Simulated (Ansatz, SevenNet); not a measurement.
# How the lattice constant a of TaAs (model structure, started from the CsCl type, Pm-3m, No. 221, 2 atoms in the cell) moves with the method

No measured value is used here.

| level (code) | value (Å) |
|---|---|
| SevenNet-l3i5 | 3.225 |
| LDA (Ansatz) | 3.156 |
| PBE (Ansatz) | 3.215 |
| PBEsol (Ansatz) | 3.178 |
| PBE-D3(BJ) (Ansatz) | 3.177 |
| r²SCAN (Ansatz) | 3.199 |
| r²SCAN+rVV10 (Ansatz) | 3.190 |

Density-functional levels without +SOC have no spin–orbit coupling. Cutoffs differ between the levels. Ansatz's density-functional and Hartree–Fock values are scalar-relativistic unless marked +SOC, with PAW data made under PBE.

Machine-learned potentials (SevenNet-l3i5) are trained on DFT data: a solid inside that data is no test of them.

A model structure was made by putting elements into a prototype or built by hand; it is no filed structure, need not be a known phase, and can be a saddle point held by its symmetry.

Ansatz is a quantum-chemistry and plane-wave program.
